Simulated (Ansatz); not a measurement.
We consider KHF2 (I4/mcm, No. 140; cell taken from a computed entry), described by HSE06 in Ansatz (plane waves, PAW).

Run with plane-wave cutoff 500 eV, 6×6×6 k mesh, gaussian smearing 0.02 eV, scalar-relativistic PAW data made under PBE.

Cell (relaxed with r²SCAN):

```cif
data_H2F4K2
_chemical_formula_sum 'K2 H2 F4'
_space_group_name_H-M_alt 'P 1'
_space_group_IT_number 1
_cell_length_a 5.20438
_cell_length_b 5.20438
_cell_length_c 5.20438
_cell_angle_alpha 114.723
_cell_angle_beta 114.723
_cell_angle_gamma 99.411
loop_
_space_group_symop_operation_xyz
  'x, y, z'
loop_
_atom_site_label
_atom_site_type_symbol
_atom_site_fract_x
_atom_site_fract_y
_atom_site_fract_z
_atom_site_occupancy
K1 K 0.75000 0.75000 0.00000 1
K2 K 0.25000 0.25000 0.00000 1
H1 H 0.50000 0.00000 0.50000 1
H2 H 0.00000 0.50000 0.50000 1
F1 F 0.35660 0.85660 0.21319 1
F2 F 0.64340 0.14340 0.78681 1
F3 F 0.85660 0.64340 0.50000 1
F4 F 0.14340 0.35660 0.50000 1
```

Q: Predict the band gap.

A: 
- band gap: 9.40 eV (on the SCF k mesh)

Note: cell and atoms aren't relaxed at this level (largest force component 0.16 eV/Å, pressure 0.8 GPa).

Computed values are for the static lattice.

Ansatz is a quantum-chemistry and plane-wave program.
